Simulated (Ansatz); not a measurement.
The reference is Sc in the hcp (Mg type) structure (space group P6_3/mmc, No. 194; a = 3.275 Å, c = 5.105 Å; relaxed with 0.1 eV smearing). Axes: x lies along a and z along c of the hexagonal cell.

The values are results of PBEsol (Ansatz, an electronic-structure program, PAW, scalar-relativistic without spin-orbit coupling), not measurements.

Now apply this change: compressive biaxial strain of 2.50 % in the plane normal to [001], as in epitaxy on a mismatched substrate; the out-of-plane cell vector and the atoms relax.

### Question
Predict the new out-of-plane strain.

### Answer
The out-of-plane strain amounts to +1.56 %.

Stability against distortions was not tested. The final runs are not spin-polarised.
